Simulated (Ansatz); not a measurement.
Start from ZnS in the wurtzite structure (space group P6_3mc, No. 186; a = 3.782 Å, c = 6.208 Å).

The values are results of PBEsol, PAW, 420 eV (Ansatz, a first-principles code; no spin-orbit coupling), not measurements.

Base values:

| Item | Value |
|---|---|
| Band gap | 2.15 eV |
| Electron mass | 0.16 mₑ along c, 0.18 mₑ across (at Γ) |
| Valence-band top at Γ | 0.00, 0.00, -0.09 eV |
| Gap character | direct at Γ |

Perturbation: cell and atoms relaxed at a pressure of 18 GPa.

**Question.** What does the calculation give for the band gap after the change?

**Answer.** The band gap goes up by 0.694 eV to 2.85 eV.

**Question.** What does the calculation give for the electron mass after the change?

**Answer.** The electron mass becomes 0.17 mₑ along c, 0.22 mₑ across (at Γ) (base: 0.16 mₑ along c, 0.18 mₑ across (at Γ)).

**Question.** What happens to the valence-band top at Γ?

**Answer.** The valence-band top at Γ (three highest levels, from the VBM) becomes 0.00, 0.00, -0.19 eV (base: 0.00, 0.00, -0.09 eV).

**Question.** How does this affect the gap character?

**Answer.** The gap character stays direct at Γ.

Load acts through the strain it causes; cell and atoms are relaxed under it. Effective masses come from finite differences of ±0.01 Å⁻¹. Stability against distortions was not tested. Tetrahedral semiconductors of this kind turn to denser phases somewhere between about 1 and 50 GPa; those were not computed, so compressed cells here can lie past the real transition.
